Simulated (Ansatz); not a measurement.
A constructed model of the (100) surface of fcc Al, a layer of Au in place of the third plane (bottom of the slab: a bare face, its two planes held)

These are PBE (plane waves to 420 eV, PAW; Ansatz, a first-principles code) values and carry that method's errors.

Model: 6-atom slab, 10.3 Å thick at the start (thin: gaps and levels are the slab's own), 13x13x1 mesh, Fermi-Dirac 0.1 eV, dipole correction, 2 atoms held, the rest relaxed; start symmetry kept, larger cells not searched; no spin, no spin-orbit, no U. It is one candidate, not shown to be the stable structure of the face.

```yaml
work_function_of_the_top_face: 4.34 eV
energy_released_by_relaxation: 0.055 eV
cost: very roughly 70 core-seconds
```
